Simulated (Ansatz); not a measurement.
**CaMnF$_{6}$ (space group R-3, No. 148; ferromagnetic; a cell from a computed database, its experimental status unchecked)**

```
CELL_PARAMETERS angstrom
      2.67963     1.54708     4.69476
     -2.67963     1.54708     4.69476
      0.00000    -3.09417     4.69476
ATOMIC_POSITIONS crystal
  Ca 0.50000 0.50000 0.50000
  Mn 0.00000 0.00000 0.00000
  F  0.89127 0.21724 0.66780
  F  0.10873 0.78276 0.33220
  F  0.66780 0.89127 0.21724
  F  0.33220 0.10873 0.78276
  F  0.21724 0.66780 0.89127
  F  0.78276 0.33220 0.10873
```

Calculations: Ansatz (an electronic-structure program) PBEsol+U (U_eff on d states: Mn 3.90 eV), without spin-orbit coupling. Γ-centred 8×8×8 mesh, Fermi–Dirac width 0.05 eV.

Volume per atom: 14.60 Å³
Density: 2.97 g/cm³
Band gap: 3.19 eV, direct at F
Magnetic state: ferromagnetic
Total energy: -1308.694 eV/atom (σ→0; compares only within this code and set-up)

Other magnetic orders, which the real material may have, were not ruled out. Whether these cells are dynamically stable was not tested. The U values are a database's picks, fitted on other projectors than the ortho-atomic ones used here.
